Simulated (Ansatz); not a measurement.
The reference is SiSe2 (space group Ibam, No. 72; a = 6.3014 Å, b = 9.3016 Å, c = 5.8556 Å; made of chains).

Level of theory: PBEsol/PAW in Ansatz (a program for electronic structure), scalar-relativistic without spin-orbit coupling.

One change was made to it. Results:

```csv
quantity,base,after
band gap,1.65 eV,1.31 eV
density,3.60 g/cm³,4.10 g/cm³
electron mass,"0.63 mₑ along a, 0.44 mₑ along b, 1.3 mₑ along c (at X)","0.50 mₑ along a, 0.37 mₑ along b, 0.61 mₑ along c (at X)"
shortest interatomic distance,2.289 Å,2.284 Å
smallest direct gap,1.71 eV,1.50 eV
```

Problem. What was done to the base?
(A) pressure 5 GPa
(B) pressure 10 GPa
(C) pressure 7.5 GPa
(D) pressure 1.5 GPa

Solution. D, pressure 1.5 GPa. For comparison, the band gap in the other runs: pressure 5 GPa gives 0.95 eV; pressure 10 GPa gives 0.58 eV; pressure 7.5 GPa gives 0.73 eV.

Load acts through the strain it causes; cell and atoms are relaxed under it. Masses are band curvatures over ±0.01 Å⁻¹ around the edge. Whether these cells are dynamically stable was not tested. No other phases were tried under pressure. No dispersion term is included in the PBEsol runs.
